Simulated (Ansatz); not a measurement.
Here is the system:

```
SiC
1.0
    0.00000     2.16589     2.16589
    2.16589     0.00000     2.16589
    2.16589     2.16589     0.00000
C Si
1 1
Direct
  0.75000   0.75000   0.75000
  0.00000   0.00000   0.00000
```

No spin polarisation.

Method: Ansatz (a first-principles code), PBE, PAW, cutoff 420 eV, without spin-orbit coupling, earlier PAW set. k-mesh 13×13×13 (Γ-centred); smearing 0.05 eV (Fermi–Dirac).

**Question.** What is the computed smallest direct gap?

**Answer.** 4.57 eV.

**Question.** What band gap does the calculation give?

**Answer.** 1.34 eV.

Load acts through the strain it causes; cell and atoms are relaxed under it. Stability against distortions was not tested. No other phases were tried under pressure. The cell was made from SiC in the zinc blende structure (space group F-43m, No. 216) by this change: pressure 7.5 GPa.
